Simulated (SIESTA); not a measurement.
SIESTA 5.4.2, DFT, PBE, numerical atomic orbitals DZP, PseudoDojo PBE standard norm-conserving (rewritten from UPF to PSML): SiNi3 (from the phase in space group 221, mp-828), 4 atoms, spin-polarised from a ferromagnetic start (2 μB on Ni), ending non-magnetic. Basis and mesh were picked for this test and aren't claimed converged.

```yaml
cell: 3.46, 3.46, 3.46 Å; 90, 90, 90°
task: scf
k mesh: 4×4×4
PAO.BasisSize: DZP
PAO.EnergyShift: 0.01 Ry
MeshCutoff: 300 Ry
ElectronicTemperature: 300 K
MaxSCFIterations: 200
SCF.DM.Tolerance: 0.0001
spin: polarized
Diag.ParallelOverK: true
SolutionMethod: diagon (default)
Diag.Algorithm: Divide-and-Conquer (default)
SCF.H.Tolerance: 0.001 eV (default)
k-points (for each spin): 44
basis_orbitals: 70
electrons: 58
real_space_mesh: 40×40×40
```

Settings of this run: SCF.Mixer.Method = Pulay, SCF.Mixer.Weight = 0.25, SCF.Mixer.History = 6, SCF.Mix.Spin = sum, SCF.Mixer.Variant = stable, SCF.Mix.First = true, SCF.Mix = Hamiltonian; 2 ranks.

```
iteration   FreeEng (eV)     dDmax  dHmax (eV)
---------  -------------  --------  ----------
1          -13786.540038  0.670249   19.313996
2          -13809.558389  0.528861    2.953893
3          -13810.224160  0.032323    0.855465
4          -13810.481028  0.060907    0.513219
5          -13810.578281  0.022911    0.375501
6          -13810.655349  0.029437    0.297011
7          -13810.660750  0.002561    0.159306
8          -13810.685819  0.011268    0.123124
9          -13810.688350  0.001351    0.126106
10         -13810.686940  0.001396    0.096263
11         -13810.692181  0.003965    0.058099
12         -13810.692006  0.000153    0.058121
13         -13810.692173  0.000153    0.057038
14         -13810.693768  0.001802    0.059176
…                      …         …           …
25         -13810.698303  0.000312    0.022665
26         -13810.698873  0.003161    0.014476
27         -13810.698811  0.001280    0.008862
28         -13810.698810  0.000030    0.007843
29         -13810.698812  0.000051    0.006160
30         -13810.698841  0.000278    0.004694
31         -13810.698862  0.000293    0.003350
32         -13810.698865  0.000058    0.003132
…                      …         …           …
42         -13810.698878  0.000008    0.002135
43         -13810.698886  0.000266    0.001349
44         -13810.698888  0.000076    0.001151
45         -13810.698884  0.000152    0.001565
46         -13810.698887  0.000113    0.001256
47         -13810.698885  0.000067    0.001435
48         -13810.698891  0.000405    0.000455
49         -13810.698892  0.000043    0.000359
```

It converged after 49 SCF iterations.

The cycle is slow. Which setting should be changed?

One answer among several that fit: SCF.Mix.Spin = all (default) (20 SCF iterations) or SCF.Mix.Spin = sum+diff (20 SCF iterations), all else kept. With more settings changed, the fewest of all runs of this system: SCF.Mixer.Weight = 0.5, SCF.Mix.Spin = all (default) (13). The first change moves the result by: energy equal as printed, pressure under 0.001 GPa, site moments 0.0010 μB. Counts are of single runs.
